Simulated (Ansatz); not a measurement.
The starting structures come from a database of crystals and need not be the phases stable at ambient conditions.

 Where the default PAW files enter, the runs use the earlier of Ansatz's two default sets.

Inside the gap of an insulator the Bloch states are evanescent, with a wavenumber k + iκ along the transport direction.

```
CELL_PARAMETERS angstrom
      6.91067     0.00000     0.00000
      0.00000     6.91067     0.00000
      3.45534    -3.45534     3.45534
ATOMIC_POSITIONS crystal
  Zr 0.12500 0.12500 0.25000
  Zr 0.37500 0.37500 0.75000
  Zr 0.25000 0.87500 0.50000
  Zr 0.75000 0.62500 0.50000
  Zr 0.87500 0.75000 0.00000
  Zr 0.62500 0.25000 0.00000
  N  0.36968 0.63032 0.63032
  N  0.63032 0.50000 0.86968
  N  0.50000 0.00000 0.63032
  N  0.00000 0.36968 0.86968
  N  0.13032 0.50000 0.36968
  N  0.86968 0.13032 0.13032
  N  0.00000 0.86968 0.36968
  N  0.50000 0.00000 0.13032
```

Space group of this cell: I-43d. The cell is strained (all lengths scaled by 1.02); by PBEsol its mean pressure is -18.8 GPa.

Transport runs along the normal of the first two printed cell vectors, the (001) plane of the conventional cell.

The gap is the functional's own. No spin-orbit coupling. Mid-gap values are interpolated on the energy grid.

Task: State the band gap and the smallest decay constant κ at mid-gap according to PBEsol run with Ansatz (an electronic-structure program).

Result: Gap 0.65 eV on a 10×10×10 mesh; κ = 0.140 1/Å, at the zone centre.
